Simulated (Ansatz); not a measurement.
## ZnO: response to strain

Consider ZnO in the wurtzite structure (space group P6_3mc, No. 186; a = 3.2298 Å, c = 5.2148 Å). Axes: x lies along a and z along c of the hexagonal cell.

Strains are applied to the cell and any free atomic positions relax; under biaxial strain the out-of-plane vector relaxes too; under stress the whole cell relaxes.

Levels (all Ansatz, a first-principles code, PAW): PBEsol (420 eV, scalar-relativistic without spin-orbit coupling); r2SCAN (500 eV, no SOC); HSE06 (420 eV, no spin-orbit coupling).

Band gaps by level, all at the geometries relaxed with PBEsol:

```csv
case,PBEsol,r2SCAN,HSE06
base,0.70 eV,1.24 eV,2.53 eV
"biaxial strain −0.35 %, plane normal [001], relaxed out of plane",0.70 eV,1.24 eV,2.53 eV
"biaxial strain +4.44 %, plane normal [001], relaxed out of plane",0.73 eV,1.26 eV,___
isotropic strain +4.72 %,0.51 eV,___,2.21 eV
uniaxial strain ε_yy = +2.12 %,0.66 eV,1.19 eV,2.47 eV
"uniaxial stress, 8 GPa compression along x",0.56 eV,___,2.39 eV
```

Task: What belongs in the blanks?

Result: 
- biaxial strain +4.44 %, plane normal [001], relaxed out of plane, HSE06: 2.52 eV
- isotropic strain +4.72 %, r2SCAN: 1.02 eV
- uniaxial stress, 8 GPa compression along x, r2SCAN: 1.11 eV

Single points use the geometry relaxed with PBEsol. Beyond what the load breaks, stability against distortions was not tested.
